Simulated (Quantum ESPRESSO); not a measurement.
Quantum ESPRESSO is run on NiPS (P2_13, 12 atoms in the cell), and the run fails. The aim is a self-consistent single point with DFT, PBEsol, plane waves, PseudoDojo standard norm-conserving (PBESOL) pseudopotentials.

Cell that was meant: a = 5.5386 Å, b = 5.5386 Å, c = 5.5386 Å, α = 90.00°, β = 90.00°, γ = 90.00°.

Part of the input:

```fortran
&SYSTEM
 ibrav = 0,
 nat = 12,
 ntyp = 4,
 ecutwfc = 100,
 occupations = 'smearing',
 smearing = 'fd',
```

The program printed (abridged):

```
     This program is part of the open-source Quantum ESPRESSO suite
     for quantum simulation of materials; please cite

 %%%%%%%%%%%%%%%%%%%%%%%%%%%%%%%%%%%%%%%%%%%%%%%%%%%%%%%%%%%%%%%%%%%%%%%%%%%%%%
     Error in routine  card_atomic_species (5010):
     cannot read atomic specie from: CELL_PARAMETERS {angstrom}
 %%%%%%%%%%%%%%%%%%%%%%%%%%%%%%%%%%%%%%%%%%%%%%%%%%%%%%%%%%%%%%%%%%%%%%%%%%%%%%

     stopping ...
```

**Question.** From the messages shown, name the fault and mend the input.

**Answer.** The fault is a species count that does not match the list of species. The number of species decides how many lines of the species card are read. To fix it, make the count match the list. The program stopped before any SCF iteration.

The sound input it was made from differs as follows (other fixes are possible):
```diff
- ntyp = 4,
+ ntyp = 3,
```

With that input, the run converged in 16 iterations: free energy E − TS -20206.0147 eV; Fermi level (on the code's own zero) 12.08 eV; pressure -5.01 GPa; largest force (vector length) 0.646 eV/Å; size of the cell's spin moment 0.00 μB (DFT, PBEsol, plane waves, PseudoDojo standard norm-conserving (PBESOL) pseudopotentials).

On the sound input: the starting cell comes from a database of published, mostly measured structures (it also holds non-ambient and calculated ones), without a prior relaxation at this level. The starting moments vanished: the run ended non-magnetic, which need not be the lowest state. With a pressure of about -5 GPa the cell is away from its equilibrium volume at this level. Without a gap this mesh is coarse (it stands for a supercell whose shortest vector is 11 Å).
